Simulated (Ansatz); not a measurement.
Cost and result by functional for the adsorption energy of OH on the 1x1 (101) surface of anatase TiO2 (cut with top plane O), one in a 2x1 cell, started at the site 'over Ti at depth 0.9 Å', in Ansatz (plane waves, PAW). Single points on the PBE structure, on one kind of machine; costs are rough ratios of the slab run's core time (references not counted) to the cheapest single point. r2SCAN's cost holds its higher cutoff (500 against 420 eV). Differences are taken against r2SCAN for comparison alone: no measured value is at hand, so the table doesn't rank accuracy. The points keep PBE's geometry, so the relaxation of a polaron and the settling of charge on one site are left out.

Host crystal: anatase TiO2, with a band gap (PBE, scalar-relativistic without spin-orbit coupling).

Set-up: 38 atoms, 9.4 Å thick at the start under the adsorbate (thin: gaps and levels are the slab's own); mesh 3x4x1; 0.01 eV smearing; dipole correction on; 14 atoms held, the rest relaxed; no symmetry held; spin-polarised, ending with about 1.0 μB a cell; orders that need a larger cell were not tried, no spin-orbit, no U, no dispersion correction. At the end it is bonded to Ti. In PBE this state lies 0.06 eV over the lowest of the starts that converged ('top O #2'). These notes are the PBE run's. r2SCAN: The program's check for a lower electronic state was not made. Adsorption energies are against H2O(g) − ½ H2(g). A negative adsorption energy means that the adsorbate is more stable on the surface than in its reference.

```tsv
functional	relative cost	adsorption energy (eV)	less r2SCAN (eV)
RPBE	1	2.46	0.29
r2SCAN	2	2.17	0.00
PBE (the relaxed run's value)	–	2.35	0.18
```

The values span 0.29 eV, while the single points' costs differ by a factor of roughly 2. Differences are of unrounded values.

Ansatz is a program for electronic structure.
